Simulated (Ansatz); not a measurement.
For Li (bcc (W type), Im-3m) at 350 K, the quasi-harmonic free energy with PBEsol in Ansatz (a first-principles code) gives a volume expansion coefficient α_V = 137.76 × 10⁻⁶ K⁻¹, an isothermal bulk modulus B_T = 11.5 GPa, a molar volume V_m = 12.827 cm³/mol and C_V = 23.75 J/(mol K). The run noted for some of its cells that some bands missed the eigensolver's tolerance.

Task: Work out the Grüneisen parameter, C_P and the adiabatic bulk modulus.

Result: γ = α_V B_T V_m / C_V = 0.86. C_P − C_V = α_V² B_T V_m T = 0.98 J/(mol K), so C_P = 24.73 J/(mol K). B_S = B_T C_P/C_V = B_T (1 + α_V γ T) = 12.0 GPa.
